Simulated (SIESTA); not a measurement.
A self-consistent single point of Ag3Au (I4mm, 4 atoms in the cell) with SIESTA.

Method: GGA PBEsol, numerical atomic orbitals DZP, PseudoDojo PBEsol standard norm-conserving potentials (rewritten from UPF to PSML) (SIESTA 5.4.2).

The change in words: lattice scaled by 0.98; kgrid.MonkhorstPack: 5 5 5 → 11 11 11. Reference geometry:
```xyz
4
Lattice="-2.0533 2.0533 4.0853 2.0533 -2.0533 4.0853 2.0533 2.0533 -4.0853" Properties=species:S:1:pos:R:3 pbc="T T T"
Ag     0.0000     2.0533     2.0427
Ag     2.0533     0.0000     2.0427
Ag     0.0000     0.0000     4.1353
Au     0.0000     0.0000     0.0000
```

Reference input (self-consistent single point, DFT, GGA PBEsol, numerical atomic orbitals DZP, PseudoDojo PBEsol standard norm-conserving potentials (rewritten from UPF to PSML)): XC.functional = GGA; XC.authors = PBEsol; potentials = PseudoDojo PBEsol standard; PAO.BasisSize = DZP; PAO.EnergyShift = 0.005 Ry; MeshCutoff = 350 Ry; kgrid.MonkhorstPack = 5 5 5; OccupationFunction = MP; OccupationMPOrder = 0; ElectronicTemperature = 1160.45 K; MaxSCFIterations = 150; SCF.Mixer.Method = Pulay. This run's input differs from it in these lines:

```diff
@@ -12,5 +12,5 @@
 %block LatticeVectors
-    -2.053322000    2.053322000    4.085307000
-     2.053322000   -2.053322000    4.085307000
-     2.053322000    2.053322000   -4.085307000
+    -2.012256000    2.012256000    4.003601000
+     2.012256000   -2.012256000    4.003601000
+     2.012256000    2.012256000   -4.003601000
 %endblock LatticeVectors
@@ -18,5 +18,5 @@
 %block AtomicCoordinatesAndAtomicSpecies
-    -0.000000000    2.053322000    2.042653500  1
-     2.053322000    0.000000000    2.042653500  1
-     0.000000000   -0.000000000    4.135302987  1
+     0.000000000    2.012256000    2.001800500  1
+     2.012256000    0.000000000    2.001800500  1
+     0.000000000   -0.000000000    4.052597069  1
      0.000000000    0.000000000    0.000000000  2
@@ -30,5 +30,5 @@
 %block kgrid.MonkhorstPack
-    5   0   0  0.0
-    0   5   0  0.0
-    0   0   5  0.0
+   11   0   0  0.0
+    0  11   0  0.0
+    0   0  11  0.0
 %endblock kgrid.MonkhorstPack
```

Output, abridged:

```
        iscf     Eharris(eV)        E_KS(eV)     FreeEng(eV)     dDmax    Ef(eV) dHmax(eV)
   scf:    1   -16616.408997   -16645.089471   -16645.096272  2.093596 -1.076436 11.359163
   scf:    2   -16652.942210   -16649.201675   -16649.208317  0.243994 -1.463767  8.237951
   scf:    3   -16656.492771   -16654.224706   -16654.230683  0.561581 -2.365764  0.516157
   scf:    4   -16654.227087   -16654.231617   -16654.237463  0.045789 -2.425705  0.293179
   scf:    5   -16654.235060   -16654.235596   -16654.241505  0.022487 -2.431244  0.173100
   [... 4 lines left out ...]
   scf:   10   -16654.236272   -16654.236286   -16654.242212  0.001362 -2.468263  0.013011
   scf:   11   -16654.236295   -16654.236292   -16654.242220  0.000977 -2.468034  0.003047
   scf:   12   -16654.236292   -16654.236292   -16654.242221  0.000329 -2.468000  0.000195
   scf:   13   -16654.236292   -16654.236292   -16654.242221  0.000007 -2.468005  0.000006
SCF Convergence by DM+H criterion
max |DM_out - DM_in|         :     0.0000070350
max |H_out - H_in|      (eV) :     0.0000061610
SCF cycle converged after 13 iterations

Using DM_out to compute the final energy and forces

siesta: E_KS(eV) =           -16654.2363

siesta: E_KS - E_eggbox =    -16654.2363

siesta: Atomic forces (eV/Ang):
     1   -0.000113    0.000114    0.205070
     2    0.000114   -0.000113    0.205070
     3   -0.000358   -0.000358   -0.357513
     4    0.000008    0.000008   -0.052763
   Tot   -0.000349   -0.000349   -0.000136
   Max    0.357513
   Res    0.133762    sqrt( Sum f_i^2 / 3N )
   Max    0.357513    constrained

Stress tensor Voigt[x,y,z,yz,xz,xy] (kbar):      -30.80      -30.80      -33.59        0.53        0.53        0.05
(Free)E + p*V (eV/cell)   -16652.9579
   [... lines left out ...]
siesta: FreeEng =    -16654.242221
siesta: Cell volume =         64.845112 Ang**3
siesta:          31.73182802         36.89374070  kBar
   [... lines left out ...]
              0.256   1.832   1.830   1.874   1.830   1.865   0.053   0.052

              0.049   0.052   0.058

mulliken: Qtot =       76.000

Mulliken Atomic Populations:
Atom #   charge [q] valence [e]  Species
     1     0.072420   18.927580  Ag
     2     0.072420   18.927580  Ag
     3     0.050570   18.949430  Ag
     4    -0.195411   19.195411  Au
 Total     0.000000
```

The run converged in 13 iterations. Against the reference run the free energy falls by 14.3 meV/atom, the pressure goes from -4.60 to 3.17 GPa and the largest force goes from 0.244 to 0.358 eV/Å.

The starting cell comes from a database of computed structures (which also holds hypothetical and non-ambient phases and stackings), without a prior relaxation at this level. Its lattice was rescaled by up to half a per cent. One atom was moved a little off its site on purpose. For this run, on top of that: lattice scaled by 0.98. Values carry the incompleteness of an atom-centred basis. With a pressure of about 3 GPa the cell is away from its equilibrium volume at this level.

Cost on one core of a shared machine: roughly 2 min.
